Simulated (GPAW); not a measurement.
A self-consistent single point of NbC (Fm-3m, 2 atoms in the cell) with GPAW.

Level of theory: LDA (Perdew-Wang 92), GPAW PAW datasets LDA (gpaw-data 1.0.1) (plane waves; GPAW).

```
NbC
1.0
    0.00000     2.25405     2.25405
    2.25405     0.00000     2.25405
    2.25405     2.25405     0.00000
Nb C
1 1
Cartesian
  0.00000   0.00000   0.00000
  2.25405   2.25405   2.25405
```

Reference input (self-consistent single point, DFT PBEsol, plane waves, GPAW PAW datasets PBEsol (made by gpaw-setup)): mode = pw; ecut = 900 eV; xc = PBEsol; kpts = 17 17 17; mesh shift (steps) = 0 0 0; occupations.name = methfessel-paxton; occupations.width = 0.1 eV; occupations.order = 0; nbands = -6; convergence.density = 1e-05 e/electron; convergence.energy = 1e-05 eV/electron; symmetry.symmorphic = false. This run's input differs from it in these lines:

```diff
@@ -13,3 +13,3 @@
 calc = GPAW(mode={'name': 'pw', 'ecut': 900},
-            xc='PBEsol',
+            xc='LDA',
             kpts=(17, 17, 17),
```

Its files differ too (potentials: GPAW PAW datasets LDA (gpaw-data 1.0.1)).

Output, abridged:

```
     iter     time        total  log10-change:
                         energy   eigst   dens
iter:   1 --:--:--   -26.680476
iter:   2 --:--:--   -25.535129   -1.24  -0.83
iter:   3 --:--:--   -22.909958   -0.56  -0.90
iter:   4 --:--:--   -22.972178   -2.33  -1.38
iter:   5 --:--:--   -22.890118   -1.27  -1.38
iter:   6 --:--:--   -22.850310   -2.58  -1.84
iter:   7 --:--:--   -22.850465   -2.34  -2.36
iter:   8 --:--:--   -22.843149   -2.97  -2.02
iter:   9 --:--:--   -22.843176   -4.74  -3.38
iter:  10 --:--:--   -22.843138c  -5.65  -3.31
iter:  11 --:--:--   -22.843138c  -7.46c -4.34
iter:  12 --:--:--   -22.843139c  -8.22c -4.57
iter:  13 --:--:--   -22.843139c  -9.32c -4.60
iter:  14 --:--:--   -22.843138c  -8.18c -4.62
iter:  15 --:--:--   -22.843138c -10.07c -4.95
iter:  16 --:--:--   -22.843138c  -8.71c -5.00
iter:  17 --:--:--   -22.843138c  -9.41c -5.54c
Converged after 17 iterations.

Dipole moment: (-0.000000, 0.000000, 0.000000) |e|*Ang

Energy contributions relative to reference atoms: (reference = -104814.332596)

Kinetic:         +2.795014
Potential:       -9.249344
External:        +0.000000
XC:             -16.254644
Entropy (-ST):   -0.003267
Local:           -0.132531
SIC:             +0.000000
--------------------------
Free energy:    -22.844772
Extrapolated:   -22.843138

Showing only first 2 kpts
 Kpt  Band  Eigenvalues  Occupancy
  0     6     11.33368    2.00000
  0     7     11.33368    2.00000
  0     8     12.42236    1.99817
  0     9     12.42236    1.99817

  1     6     11.09676    2.00000
  1     7     11.09676    2.00000
  1     8     11.19955    2.00000
  1     9     12.81117    0.01725

Fermi level: 12.64278

No gap
No difference between direct/indirect transitions
Energy (eV): -22.843138

Forces in eV/Ang:
  0 Nb    0.00000    0.00000    0.00000
  1 C     0.00000    0.00000    0.00000

Stress tensor:
     0.114199    -0.000000    -0.000000
    -0.000000     0.114199     0.000000
    -0.000000     0.000000     0.114199
Stress (GPa, Voigt): [18.2967 18.2967 18.2967  0.     -0.     -0.    ]
```

The run converged in 17 iterations. GPAW prints stress with tension positive. 

At such cutoffs GPAW's stress carries a finite-basis (Pulay) error, which enters relaxed cells too; its log prints stress with tension positive.

The starting cell comes from a database of computed structures (which also holds hypothetical and non-ambient phases and stackings), without a prior relaxation at this level. Spin polarisation is off.

Cost on one core of a shared machine: roughly 50 s.
